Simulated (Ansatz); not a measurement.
Start from Mg$_{2}$Si (space group Fm-3m, No. 225; a = 6.3261 Å).

Levels (all Ansatz, an electronic-structure program, PAW): PBEsol (420 eV, no spin-orbit coupling); PBEsol+SOC (420 eV, noncollinear with spin-orbit coupling).

The geometry is relaxed with PBEsol.

| Quantity | Result |
|---|---|
| PBEsol valence-band top at Γ | 0.00, 0.00, 0.00 eV |
| PBEsol pressure | -0.01 GPa |
| PBEsol lowest conduction level above the VBM at special points | X 0.12 eV; U 0.65 eV; K 0.65 eV; L 1.28 eV |

**Question.** What does PBEsol+SOC give at this geometry for the valence-band top at Γ, pressure and lowest conduction level above the VBM at special points?

**Answer.** The valence-band top at Γ (three highest Kramers pairs, from the VBM) becomes 0.00, 0.00, -0.03 eV (PBEsol: 0.00, 0.00, 0.00 eV); the pressure is still -0.01 GPa; the lowest conduction level above the VBM at special points goes from X 0.12 eV; U 0.65 eV; K 0.65 eV; L 1.28 eV to X 0.11 eV; U 0.64 eV; K 0.64 eV; L 1.27 eV. The threefold valence maximum splits by Δso ≈ 33 meV.

Single points use the geometry relaxed with PBEsol. Differences between runs with and without spin-orbit coupling are approximate. The levels and masses belong to the bands next to the band gap. Stability against distortions was not tested.
